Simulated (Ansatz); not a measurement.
An Ansatz (a quantum-chemistry and plane-wave program) run: Sr with a change (Sr → Ca); PBEsol/PAW in Ansatz, no SOC.

Input:

Ansatz 0.2 input:
```yaml
crystal:
  lattice:
    - [0, 2.7275823516, 2.7275823516]
    - [2.7275823516, 0, 2.7275823516]
    - [2.7275823516, 2.7275823516, 0]
  atoms:
    - { symbol: Ca, position: [0, 0, 0] }
basis: { ecutwfc: 420, ecutrho_ratio: 4, xc_grid: 2, fft_grid_basis: typed }
kpoints: { mp_grid: { grid: [15, 15, 15] } }
hamiltonian:
  xc: pbesol
  dispersion: none
  pseudopotentials: { kind: paw }
scf: { occupations: { method: fermi_dirac, width: 0.05 }, convergence: { dr2_threshold: 0.0000000001 } }
output: { forces: true, stress: true }
checkpoint: { write: state.ck, write_every: 1000 }
```

Output:

```
WARN ansatz: RAYON_NUM_THREADS=1 ignored (pool sized by the plan → 1); use --threads N
Pseudopotentials: kind: paw
Pseudopotential: Ca, paw, valence charge 10
Functional definition: PBEsol
Crystal: 1 atoms, lattice volume = 40.585 Å³
Basis set: ecut = 420 eV, 821 PW (Γ), exchange–correlation on 54×54×54 points (8 copies of the dense FFT grid, shifted against one another)
Bands: 9, of which v1, the nominal top of the filled ones, is band 5 counted from 1 (4 counted from 0)
Symmetry: 48 space group operations
Space group: Fm-3m (ITA 225), of the structure as read, at distance tolerance 3.4e-5 Å
k-points: 120 of 3375
PAW frozen core: Ca, regenerated for the run's functional, and the local potential with it
Initial density: superposition of atomic densities (neutral atoms: chi_scale 0, normalization atom), corrected by the library's trained network
Initial wavefunctions: pseudopotential atomic-orbital guess
Eigensolver: davidson
Functional: x = pbesol(κ = 0.804, μ = 0.12345679012345678), c = pbesol(β = 0.046)
SCF iter   1: F=—  HF=-1793.738374 eV  |F-HF|=—  |Δ(HF+E_count)|=         —  Δρ=2.08e-3  dr2=1.64e-3  ethr=1.77e-3  ⟨swp⟩=6.1  Hψ=8943  notcnv=0
all-band conjugate gradients solve this SCF's bands
preconditioner: auto → none
SCF iter   2: F=—  HF=-1793.737828 eV  |F-HF|=—  |Δ(HF+E_count)|=   5.46e-4  Δρ=9.68e-4  dr2=3.71e-4  ethr=1.64e-5  ⟨swp⟩=3.0  Hψ=2827  notcnv=0
SCF iter   3: F=—  HF=-1793.737711 eV  |F-HF|=—  |Δ(HF+E_count)|=   1.17e-4  Δρ=1.42e-4  dr2=4.88e-6  ethr=3.71e-6  ⟨swp⟩=2.4  Hψ=1683  notcnv=0
SCF iter   4: F=—  HF=-1793.737711 eV  |F-HF|=—  |Δ(HF+E_count)|=   7.69e-7  Δρ=1.95e-5  dr2=2.71e-7  ethr=4.88e-8  ⟨swp⟩=2.3  Hψ=1470  notcnv=0
SCF iter   5: F=—  HF=-1793.737711 eV  |F-HF|=—  |Δ(HF+E_count)|=   1.69e-7  Δρ=5.43e-6  dr2=2.15e-8  ethr=2.71e-9  ⟨swp⟩=2.6  Hψ=1734  notcnv=0
SCF iter   6: F=-1793.737711 eV  HF=-1793.737711 eV  |F-HF|=2.41e-11  |Δ(HF+E_count)|=   6.49e-9  Δρ=4.01e-7  dr2=4.52e-11  ethr=1.00e-12  ⟨swp⟩=3.1  Hψ=4289  notcnv=0
SCF 1 converged in 6 iterations: F = -1793.737711 eV  dr2 = 4.52e-11
SCF converged after 6 iterations
Free energy (F): -1793.737711 eV
Harris-Foulkes:  -1793.737711 eV  (|F-HF|=2.41e-11)
Internal energy: -1793.726281 eV  (E = F + TS)
E sigma→0 (E₀):  -1793.731996 eV
Entropy (-TS):   -0.011430 eV (-11.430 meV/atom)
Fermi energy:    5.145680 eV
--- Per-component energies (eV) ---
  E_band       = -171.616621
  E_kinetic    = 275.525036
  E_local      = -837.112462  (includes V_loc(G=0)·N_el)
  E_nonlocal   = 64.724824
  E_hartree    = 279.167712
  E_xc         = -134.307980
  E_vxc        = -168.279563  (∫ρ·V_xc dr)
  E_paw        = -836.724004  (= ΣΔE_a)
  E_vpaw       = -64.810034  (= ΣTr[D̂ρ^β])
  E_aug_tail   = -0.000006  (compensation charges beyond the density's cutoff)
  E_ewald      = -605.118196
  E_core_change = 0.118794  (= ΣΔE_core)
  E_smearing   = -0.011430  (= −TS)
  E_closure    = 0.000000  (closes the sum)
  Σ components = -1793.737711   (vs F -1793.737711, Δ=0.00e0)
  [band-id]    e_kinetic+e_local+e_nonlocal+2·e_hartree+e_vxc+e_vpaw+e_augmentation_tail = -171.616780   (vs E_band -171.616621, Δ=-1.59e-4)
--- Forces (eV/Å), atoms counted from 1 ---
  atom   1  Ca     0.00000000     0.00000000     0.00000000
  max |Σ_I F_I| component: 8.63e-32 eV/Å
--- Stress (GPa, compression-positive) ---
        0.002622      -0.000000       0.000000
        0.000000       0.002622       0.000000
        0.000000       0.000000       0.002622
  P = ⅓ Tr σ = 0.0026 GPa (0.026 kbar)
  The stress holds the Pulay correction. Without it, at fixed plane waves, as pw.x and ABINIT print it: P = 0.0018 GPa
  The stress includes an estimate of the error left by incomplete SCF convergence (largest component 0.0002 GPa).
--- Band table ---
  band table: none
```

Whether these cells are dynamically stable was not tested. The cell was made from Sr by this change: Sr → Ca.
